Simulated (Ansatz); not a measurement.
System: quartz-high SiO2 (high-temperature phase). Method: BLYP (Ansatz, a program for electronic structure, plane waves, PAW).

Settings: plane-wave cutoff 520 eV, 12×12×6 k mesh (along the axes of the cell as run), Fermi–Dirac smearing 0.01 eV, scalar-relativistic PAW data made under PBE.

Energies at three volumes about the minimum:

| V (Å³/atom) | E − E_lowest (meV/atom) |
|---|---|
| 13.865 | 2.38 |
| 14.148 | 0.00 |
| 14.431 | 2.30 |

Q: Fit a parabola by hand: where is the minimum, and what is the bulk modulus?

A: Slopes: (0.00 − 2.38)/(14.148 − 13.865) = -8.410 and (2.30 − 0.00)/(14.431 − 14.148) = 8.127 meV/Å³. Curvature E″ = 2 × (8.127 − (-8.410))/(14.431 − 13.865) = 58.435 meV/Å⁶. From the middle of the first interval, the slope vanishes at V0 = 14.0065 − (-8.410)/58.435 = 14.150 Å³/atom. B = V0 E″ = 14.150 × 58.435 meV/Å³ × 0.1602 GPa per meV/Å³ = 132 GPa. The full Birch–Murnaghan fit to all volumes gives V0 = 14.148 Å³/atom and B0 = 132 GPa.

Shape and atoms are relaxed at each volume.

Note: symmetry holds this phase in the static calculation, where it need not be a minimum; held by symmetry at 0 K, a high-temperature phase can be a saddle point; the volume lies 7 % above that of the published cell; the bulk modulus comes from volumes at which shape and atoms were relaxed.
